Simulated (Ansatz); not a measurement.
Base system: KTaO3 in the cubic perovskite structure (space group Pm-3m, No. 221; a = 4.0232 Å).

Computed with PBE (Ansatz, an electronic-structure program, PAW, no spin-orbit coupling), earlier PAW set.

Before the change:

```
Property                        Result
-----------------------------  -------
Shortest interatomic distance  2.012 Å
Smallest direct gap            2.81 eV
Band gap                       2.17 eV
```

It is then changed as follows: a hydrostatic pressure of 4.2 GPa.

Q: How does this affect the shortest interatomic distance, smallest direct gap and band gap?

A: The shortest interatomic distance drops by 0.0142 Å (2.012 Å → 1.997 Å); the smallest direct gap rises by 0.04 eV, from 2.81 eV to 2.85 eV; the band gap grows by 0.05 eV, from 2.17 eV to 2.22 eV.

With Ta present, leaving out spin-orbit coupling can change the band edges. Load acts through the strain it causes; cell and atoms are relaxed under it. Whether these cells are dynamically stable was not tested.
